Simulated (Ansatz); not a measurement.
## In2Se3 (P6₁, No. 169, 30 atoms in the cell; start mp-612740)

All values below come from LDA (plane waves, PAW; Ansatz, a program for electronic structure).

Run with plane-wave cutoff 520 eV, 6×6×2 k mesh (along the axes of the cell as run), Fermi–Dirac smearing 0.01 eV, scalar-relativistic PAW data made under PBE.

Cell (relaxed at this level):

```cif
data_In12Se18
_chemical_formula_sum 'In12 Se18'
_space_group_name_H-M_alt 'P61'
_space_group_IT_number 169
_space_group_name_Hall 'P 61'
_cell_length_a 7.04197
_cell_length_b 7.04197
_cell_length_c 19.09411
_cell_angle_alpha 90.000
_cell_angle_beta 90.000
_cell_angle_gamma 120.000
loop_
_atom_site_label
_atom_site_type_symbol
_atom_site_symmetry_multiplicity
_atom_site_Wyckoff_symbol
_atom_site_fract_x
_atom_site_fract_y
_atom_site_fract_z
_atom_site_occupancy
In1 In 6 a 0.02015 0.34470 0.33243 1
In2 In 6 a 0.31329 0.01299 0.63926 1
Se1 Se 6 a 0.05509 0.34939 0.46913 1
Se2 Se 6 a 0.02873 0.37102 0.12110 1
Se3 Se 6 a 0.34848 0.08475 0.49266 1
```

| Quantity | Value |
|---|---|
| band gap | 0.87 eV |

Spin–orbit coupling is not included.

The result took roughly 26 core-minutes.

A start named mp-… is a Materials Project structure, which need not be a measured phase.
